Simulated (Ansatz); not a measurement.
The starting structures come from a database of crystals and need not be the phases stable at ambient conditions.

## Evanescent states of Cs3TlF6 (I4/mmm, not sure to be the ambient phase, 10 atoms a cell, 24.3 Å³ an atom) along the normal of (101)

All values below come from r2SCAN (plane waves, PAW; Ansatz, a quantum-chemistry and plane-wave program).

The gap is the functional's own. No spin-orbit coupling. Mid-gap values are interpolated on the energy grid.

Energies count from the valence-band top; κ is the least over a 6×6 mesh across the current.

```csv
E (eV),κ (1/Å),where
0.10,0.184,off Γ
0.28,0.308,off Γ
0.47,0.387,off Γ
0.67,0.438,off Γ
0.85,0.460,Γ
1.04,…,Γ
1.24,…,Γ
1.43,…,Γ
1.61,…,Γ
1.80,…,Γ
2.00,…,Γ
2.19,…,Γ
2.38,…,Γ
2.56,…,Γ
2.75,…,Γ
2.94,0.337,Γ
3.13,0.309,Γ
3.33,0.274,Γ
3.52,0.228,Γ
3.71,0.161,Γ
```

### Question
What belongs in the gaps?

### Answer

- 1.04, κ (1/Å): 0.458
- 1.24, κ (1/Å): 0.454
- 1.43, κ (1/Å): 0.449
- 1.61, κ (1/Å): 0.442
- 1.80, κ (1/Å): 0.433
- 2.00, κ (1/Å): 0.423
- 2.19, κ (1/Å): 0.411
- 2.38, κ (1/Å): 0.396
- 2.56, κ (1/Å): 0.380
- 2.75, κ (1/Å): 0.360
